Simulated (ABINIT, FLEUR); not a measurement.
A FLEUR input for a self-consistent single point of BaTiO3 (Pm-3m, 5 atoms in the cell) (DFT, PBE, all-electron FLAPW (FLEUR), scalar-relativistic valence):

Input of the input generator:

```
BaTiO3 crystal
&input film=f /
7.6900477121 0.0000000000 0.0000000000
0.0000000000 7.6900477121 0.0000000000
0.0000000000 0.0000000000 7.6900477121
1.0
1.0 1.0 1.0

5
56 0.5000000000 0.5000000000 0.5000000000
22 0.0000000000 0.0000000000 0.0000000000
8 0.5000000000 0.0000000000 0.0000000000
8 0.0000000000 0.5000000000 0.0000000000
8 0.0000000000 0.0000000000 0.5000000000

&comp jspins=1 /
&kpt div1=4 div2=4 div3=4 gamma=t /
&end /
```

```xml
<?xml version="1.0" encoding="UTF-8" standalone="no"?>
<fleurInput fleurInputVersion="0.39">
   <comment>
      BaTiO3 crystal                                                                                      
   </comment>
   <calculationSetup>
      <cutoffs Kmax="4.6" Gmax="13.8" GmaxXC="13.8" numbands="0"/>
      <scfLoop itmax="60" minDistance="0.00001" maxIterBroyd="40" imix="Anderson" alpha="0.05" precondParam="0.0" spinf="2.0"/>
      <coreElectrons ctail="T" frcor="F" kcrel="0" coretail_lmax="0"/>
      <xcFunctional name="pbe" relativisticCorrections="F"/>
      <magnetism jspins="1"/>
      <soc l_soc="F" theta="0.0" phi="0.0" spav="F"/>
      <expertModes spex="0" secvar="F"/>
      <geometryOptimization l_f="T" forcealpha="1.0" forcemix="BFGS" epsdisp="0.00001" epsforce="0.00001"/>
      <ldaU l_linMix="F" mixParam="0.05" spinf="1.0"/>
   </calculationSetup>
   <cell>
      <bzIntegration valenceElectrons="40.0" mode="hist" fermiSmearingEnergy="0.0001">
         <kPointListSelection listName="default-1"/>
         <!-- k-points included here -->
         <xi:include xmlns:xi="http://www.w3.org/2001/XInclude" href="kpts.xml"> </xi:include>
      </bzIntegration>
      <!-- symmetry operations included here -->
      <xi:include xmlns:xi="http://www.w3.org/2001/XInclude" href="sym.xml"> </xi:include>
      <bulkLattice scale="1.0">
         <bravaisMatrix>
            <row-1>    7.6900477121000002     0.0000000000000000     0.0000000000000000</row-1>
            <row-2>    0.0000000000000000     7.6900477121000002     0.0000000000000000</row-2>
            <row-3>    0.0000000000000000     0.0000000000000000     7.6900477121000002</row-3>
         </bravaisMatrix>
      </bulkLattice>
   </cell>
   <atomSpecies>
      <species name="Barium (Ba)" element="Ba" atomicNumber="56">
         <mtSphere radius="2.68" gridPoints="925" logIncrement="0.014"/>
         <atomicCutoffs lmax="10" lnonsphr="8"/>
         <electronConfig flipSpins="F">
            <coreConfig>(1s1/2) (2s1/2) (2p1/2) (2p3/2) (3s1/2) (3p1/2) (3p3/2) (4s1/2) (3d3/2) (3d5/2) (4p1/2) (4p3/2) (4d3/2) (4d5/2)</coreConfig>
            <valenceConfig>(5s1/2) (5p1/2) (5p3/2) (6s1/2)</valenceConfig>
         </electronConfig>
         <energyParameters s="6" p="6" d="5" f="4"/>
         <lo type="SCLO" l="0" n="5" eDeriv="0"/>
         <lo type="SCLO" l="1" n="5" eDeriv="0"/>
      </species>
      <species name="Titanium (Ti)" element="Ti" atomicNumber="22">
         <mtSphere radius="2.30" gridPoints="793" logIncrement="0.015"/>
         <atomicCutoffs lmax="10" lnonsphr="8"/>
         <electronConfig flipSpins="F">
            <coreConfig>(1s1/2) (2s1/2) (2p1/2) (2p3/2)</coreConfig>
            <valenceConfig>(3s1/2) (3p1/2) (3p3/2) (4s1/2) (3d3/2) (3d5/2)</valenceConfig>
            <stateOccupation state="(3d3/2)" spinUp="0.4" spinDown="0.4"/>
            <stateOccupation state="(3d5/2)" spinUp="0.6" spinDown="0.6"/>
         </electronConfig>
         <energyParameters s="4" p="4" d="3" f="4"/>
         <lo type="SCLO" l="0" n="3" eDeriv="0"/>
         <lo type="SCLO" l="1" n="3" eDeriv="0"/>
      </species>
      <species name="Oxygen (O)" element="O" atomicNumber="8">
         <mtSphere radius="1.29" gridPoints="447" logIncrement="0.023"/>
         <atomicCutoffs lmax="6" lnonsphr="4"/>
         <electronConfig flipSpins="F">
            <coreConfig>(1s1/2)</coreConfig>
            <valenceConfig>(2s1/2) (2p1/2) (2p3/2)</valenceConfig>
            <stateOccupation state="(2p1/2)" spinUp="0.6666666666667" spinDown="0.6666666666667"/>
            <stateOccupation state="(2p3/2)" spinUp="1.3333333333333" spinDown="1.3333333333333"/>
         </electronConfig>
         <energyParameters s="2" p="2" d="3" f="4"/>
      </species>
   </atomSpecies>
   <atomGroups>
      <atomGroup species="Barium (Ba)">
         <relPos label="                   1">1.000/2.000 1.000/2.000 1.000/2.000</relPos>
         <force calculate="T" relaxXYZ="TTT"/>
      </atomGroup>
      <atomGroup species="Titanium (Ti)">
         <relPos label="                   2">.0000000000 .0000000000 .0000000000</relPos>
         <force calculate="T" relaxXYZ="TTT"/>
      </atomGroup>
      <atomGroup species="Oxygen (O)">
         <relPos label="                   3">1.000/2.000 .0000000000 .0000000000</relPos>
         <relPos label="                   4">.0000000000 1.000/2.000 .0000000000</relPos>
         <relPos label="                   5">.0000000000 .0000000000 1.000/2.000</relPos>
         <force calculate="T" relaxXYZ="TTT"/>
      </atomGroup>
   </atomGroups>
   <output dos="F" band="F" slice="F">
      <checks vchk="F" cdinf="F"/>
      <bandDOS minEnergy="-.5*Htr" maxEnergy="0.5*Htr" sigma="0.015" storeEVData="T"/>
      <vacuumDOS vacdos="F" integ="F" star="F" nstars="0" locx1="0.0" locy1="0.0" locx2="0.0" locy2="0.0" nstm="0" tworkf="0.0"/>
      <unfoldingBand unfoldBand="F" supercellX="1" supercellY="1" supercellZ="1"/>
      <plotting iplot="0" polar="F">
         <plot TwoD="T" vec1="  1.0  0.0  0.0" vec2="  0.0  1.0  0.0" vec3="  0.0  0.0  1.0" zero="  0.0  0.0  0.0" file="plot"/>
      </plotting>
      <chargeDensitySlicing numkpt="0" minEigenval="0.0" maxEigenval="0.0" nnne="0" pallst="F"/>
      <specialOutput eonly="F"/>
      <magneticCircularDichroism mcd="F" energyLo="-10.0" energyUp="0.0"/>
   </output>
  <!-- We include the file relax.xml here to enable relaxations (see documentation) -->
  <xi:include xmlns:xi="http://www.w3.org/2001/XInclude" href="relax.xml"> <xi:fallback/> </xi:include>
</fleurInput>
```

Translate this input to ABINIT.

This is the input that was run; spellings and numerical settings could be chosen otherwise.

```
# BaTiO3, JTH v2.0 PBE PAW
pp_dirpath "./"
pseudos "Ba.GGA_PBE-JTH.xml, Ti.GGA_PBE-JTH.xml, O.GGA_PBE-JTH.xml"
acell 3*1.0
rprim
         7.6900477121    0.0000000000    0.0000000000
         0.0000000000    7.6900477121    0.0000000000
         0.0000000000    0.0000000000    7.6900477121
natom 5
ntypat 3
znucl 56 22 8
typat 1 2 3 3 3
xcart
         2.0346990000    2.0346990000    2.0346990000
         0.0000000000    0.0000000000    0.0000000000
         2.0346990000    0.0000000000    0.0000000000
         0.0000000000    2.0346990000    0.0000000000
         0.0000000000    0.0000000000    2.0346990000
      Angstrom
ecut 816 eV
pawecutdg 1633 eV
occopt 1
nband 23
kptopt 1
ngkpt 4 4 4
nshiftk 1
shiftk 0 0 0
nstep 60
tolvrs 1.0e-12
prtwf 0
prtden 0
prtvol 1
enunit 2
```

Basis, cutoffs, solver keys and any potentials are the target program's own. This input uses DFT, PBE, plane waves, PAW (JTH v2.0 PBE PAW).

The starting cell comes from a database of computed structures (which also holds hypothetical and non-ambient phases and stackings), without a prior relaxation at this level. Its lattice was rescaled by a random factor within 2.5 % of one.
